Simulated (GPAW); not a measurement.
Worked example: self-consistent single point of Tl₃Ga (Fm-3m, 4 atoms in the cell) in GPAW.

Method of the run: LDA (Perdew-Wang 92), GPAW PAW datasets LDA (gpaw-data 1.0.1) (plane waves; GPAW).

```yaml
crystal:
  lattice:
    - [0.00000, 3.87739, 3.87739]
    - [3.87739, 0.00000, 3.87739]
    - [3.87739, 3.87739, 0.00000]
  atoms:
    - { symbol: Tl, position: [0.25000, 0.25000, 0.25000] }
    - { symbol: Tl, position: [0.75000, 0.75000, 0.75000] }
    - { symbol: Tl, position: [0.50000, 0.50000, 0.50000] }
    - { symbol: Ga, position: [0.00000, 0.00000, 0.00000] }
```

Reference input (self-consistent single point, DFT PBEsol, plane waves, GPAW PAW datasets PBEsol (made by gpaw-setup)): mode = pw; ecut = 600 eV; xc = PBEsol; kpts = 5 5 5; mesh shift (steps) = 0 0 0; occupations.name = fermi-dirac; occupations.width = 0.136 eV; nbands = -12; symmetry.symmorphic = false; symmetry.tolerance = 0.0005; maxiter = 120. This run's input differs from it in these lines:

```diff
@@ -15,3 +15,3 @@
 calc = GPAW(mode=PW(600),
-            xc='PBEsol',
+            xc='LDA',
             kpts=(5, 5, 5),
```

Its files differ too (potentials: GPAW PAW datasets LDA (gpaw-data 1.0.1)).

Output, abridged:

```
     iter     time        total  log10-change:
                         energy   eigst   dens
iter:   1 --:--:--   -12.752629
iter:   2 --:--:--   -12.737059   -2.26  -1.60
iter:   3 --:--:--   -12.624406   -2.00  -1.63
iter:   4 --:--:--   -12.653505   -2.40  -2.02
iter:   5 --:--:--   -12.618826   -3.05  -2.23
iter:   6 --:--:--   -12.621457   -4.21  -2.64
iter:   7 --:--:--   -12.618410c  -4.19  -2.69
iter:   8 --:--:--   -12.617826c  -3.99  -3.08
iter:   9 --:--:--   -12.617793c  -5.78  -3.46
iter:  10 --:--:--   -12.617790c  -5.88  -3.45
iter:  11 --:--:--   -12.617749c  -5.68  -3.55
iter:  12 --:--:--   -12.617753c  -7.08  -3.84
iter:  13 --:--:--   -12.617758c  -7.53c -3.75
iter:  14 --:--:--   -12.617771c  -5.33  -3.72
iter:  15 --:--:--   -12.617748c  -6.05  -3.82
iter:  16 --:--:--   -12.617743c  -6.69  -3.97
iter:  17 --:--:--   -12.617743c  -8.25c -4.17c
Converged after 17 iterations.

Dipole moment: (-0.000000, -0.000000, -0.000000) |e|*Ang

Energy contributions relative to reference atoms: (reference = -1702051.568656)

Kinetic:         +2.738956
Potential:       -2.978291
External:        +0.000000
XC:             -12.508030
Entropy (-ST):   -0.190987
Local:           +0.225116
SIC:             +0.000000
--------------------------
Free energy:    -12.713236
Extrapolated:   -12.617743

Showing only first 2 kpts
 Kpt  Band  Eigenvalues  Occupancy
  0    19      6.20259    0.00503
  0    20      6.20259    0.00503
  0    21      6.20259    0.00503
  0    22      6.26938    0.00308

  1    19      4.28362    1.99941
  1    20      4.28362    1.99941
  1    21      7.13297    0.00001
  1    22      7.47812    0.00000

Fermi level: 5.38890

No gap
No difference between direct/indirect transitions
Energy (eV): -12.617743

Forces in eV/Ang:
  0 Tl   -0.00000    0.00000   -0.00000
  1 Tl    0.00000    0.00000    0.00000
  2 Tl    0.00000   -0.00000    0.00000
  3 Ga   -0.00000    0.00000   -0.00000

Stress tensor:
     0.026957     0.000000    -0.000000
     0.000000     0.026957    -0.000000
    -0.000000    -0.000000     0.026957
Stress (GPa, Voigt): [ 4.319  4.319  4.319 -0.    -0.     0.   ]
```

The run converged in 17 iterations. GPAW prints stress with tension positive. Against the reference run the pressure goes from -2.90 to -4.32 GPa.

The starting cell comes from a database of computed structures (which also holds hypothetical and non-ambient phases and stackings), without a prior relaxation at this level. With a pressure of about -4 GPa the cell is away from its equilibrium volume at this level.
